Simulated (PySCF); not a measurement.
PySCF 2.14.0, R2SCAN/def2-svp, df: B(F)(OH)(OSiH3) (OB(F)O[SiH3]), 9 atoms. The geometry is a generated start, not checked to be a minimum at this level.

```yaml
task: energy
method: r2scan
basis: def2-svp
two_electron_scheme: density fitting
mol.max_memory: 3000 MB
mf.max_cycle: 100
mf.conv_tol: 1e-09 (default)
mf.grids.level: 3 (default)
basis_functions: 94
grid_points: 114888
```

```xyz
9

B      0.2388     1.0259     0.6613
F      1.0147     2.1287     0.7248
O     -0.6953     0.8551     1.6121
H     -0.7335     1.5474     2.2737
O      0.4446     0.1857    -0.3275
Si     0.0016    -1.1836    -1.0810
H     -1.1281    -1.8275    -0.4117
H      1.2091    -2.0033    -1.0272
H     -0.3519    -0.7285    -2.4244
```

With the defaults (mf.DIIS = CDIIS, mf.diis = true, mf.level_shift = 0, mf.diis_space = 8, mf.init_guess = minao, mf.damp = 0, mf.diis_start_cycle = 1, mf.diis_damp = 0) it converges in 12 Fock builds. One run each on 2 threads, 1 BLAS thread, with these changes:
- mf.level_shift = 0.3 Hartree
- mf.diis_damp = 0.3
- mf.init_guess = 1e
- mf.diis_space = 3
- mf.diis_space = 20
- mf.diis = false
- mf.damp = 0.3, mf.diis_start_cycle = 4
- mf.init_guess = sap
- mf.DIIS = EDIIS

Which runs fail or end elsewhere than the default run?

No convergence: mf.DIIS = EDIIS; mf.diis = false (the run ends without SCF convergence in 100 cycles). The rest reach the solution of the defaults.

```tsv
setting	Fock builds	end
the defaults	12	same solution
mf.diis_space = 20	12	same solution
mf.diis_damp = 0.3	12	same solution
mf.level_shift = 0.3 Hartree	13	same solution
mf.init_guess = sap	13	same solution
mf.damp = 0.3, mf.diis_start_cycle = 4	15	same solution
mf.init_guess = 1e	18	same solution
mf.diis_space = 3	20	same solution
mf.DIIS = EDIIS	101	no convergence
mf.diis = false	101	no convergence
```
